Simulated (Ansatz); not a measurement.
The parent structure is GaN in the zinc blende structure (space group F-43m, No. 216; a = 4.498 Å). Axes: x, y, z lie along the cube axes.

Method: DFT with r2SCAN, PAW potentials and a 500 eV plane-wave cutoff in Ansatz (a quantum-chemistry and plane-wave program), no spin-orbit coupling.

Base values:

Shortest interatomic distance: 3.681 bohr

The change: biaxial strain +1.50 %, plane normal [001], relaxed out of plane (Cartesian); in-plane vectors clamped, the third vector and the atoms free.

### Question
Predict the new energy relative to the base, ratio −ε⊥/ε∥, in-plane stress and shortest interatomic distance.

### Answer
The energy rises by 4.2 meV/atom; the ratio −ε⊥/ε∥ comes out as 1.10; the mean in-plane stress (compression positive) amounts to -3.9 GPa; the shortest interatomic distance goes up by 0.017 bohr to 3.698 bohr.

Whether these cells are dynamically stable was not tested. This is not the structure that GaN has at room temperature and ambient pressure.
